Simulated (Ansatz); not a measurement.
**Converging the k-point mesh: a (110) slab of CaPd (cut from a parent of space group no. 221; 8 atoms in the cell)**

```
CELL_PARAMETERS angstrom
      3.51621     0.00000     0.00000
      0.00000     4.97267     0.00000
      0.00000     0.00000    21.45901
ATOMIC_POSITIONS crystal
  Ca 0.00000 0.00000 0.32620
  Pd 0.50000 0.50000 0.32620
  Ca 0.00000 0.50000 0.44207
  Pd 0.50000 0.00000 0.44207
  Ca 0.00000 0.00000 0.55793
  Pd 0.50000 0.50000 0.55793
  Ca 0.00000 0.50000 0.67380
  Pd 0.50000 0.00000 0.67380
```

Method of the run: LDA (PW92), default PAW files made with PBE (plane waves; Ansatz, a program for electronic structure).

Base settings: basis.ecutwfc = 420 eV; kpoints.mp_grid.grid = 7 4 1; hamiltonian.xc = lda; hamiltonian.pseudopotentials = {kind: paw} (the program's default PAW files); scf.occupations.method = fermi_dirac; scf.occupations.width = 0.1 eV.

Only quantities that move along the ladder and can be compared are tabulated.

The count of work is k-points × plane waves × bands × iterations; it is no time. Core times come from one kind of shared machine, to one figure; runs under 30 s give none.

The starting cell comes from a database of computed structures (which also holds hypothetical and non-ambient phases and stackings), without a prior relaxation at this level. The slab is cut from that crystal, and its faces are unrelaxed. Its lattice was rescaled by up to half a per cent. Spin polarisation is off.

| kpoints.mp_grid.grid | free energy less the last step's (meV/atom) | largest difference of a force vector from the last step's (eV/Å) | count of work / last | core time / last (rough) |
|---|---|---|---|---|
| 2 2 1 | 196.27 | 0.091 | 0.038 | – |
| 3 2 1 | -85.40 | 0.126 | 0.038 | – |
| 3 3 1 | -56.74 | 0.085 | 0.034 | – |
| 4 3 1 | 31.16 | 0.068 | 0.051 | – |
| 5 4 1 | -4.41 | 0.054 | 0.077 | – |
| 6 4 1 | 5.20 | 0.043 | 0.12 | – |
| 7 4 1 | 1.59 | 0.032 | 0.10 | – |
| 7 5 1 | -2.52 | 0.029 | 0.10 | – |
| 8 6 1 | 0.65 | 0.013 | 0.17 | – |
| 9 7 1 | 0.83 | 0.012 | 0.17 | – |
| 11 8 1 | -0.38 | 0.003 | 0.26 | 0.3 |
| 13 9 1 | 0.06 | 0.002 | 0.30 | 0.3 |
| 15 11 1 | -0.03 | 0.002 | 0.41 | 0.4 |
| 18 13 1 | 0.03 | 0.001 | 0.60 | 0.6 |
| 21 15 1 | -0.09 | 0.000 | 0.75 | 0.8 |
| 24 17 1 | 0.00 | 0.000 | 1.0 | 1 |

Coarsest kpoints.mp_grid.grid that holds the free energy within 2 meV/atom of the last step, with all finer ones: 8 6 1, at 0.17 of the last step's count of work; the step before is off by 2.5 meV/atom.

Coarsest kpoints.mp_grid.grid that holds the forces within 0.01 eV/Å of the last step, with all finer ones: 11 8 1, at 0.26 of the last step's count of work and about 0.3 of the last step's time; the step before is off by 0.012 eV/Å.

Keys are those of Ansatz 0.2.
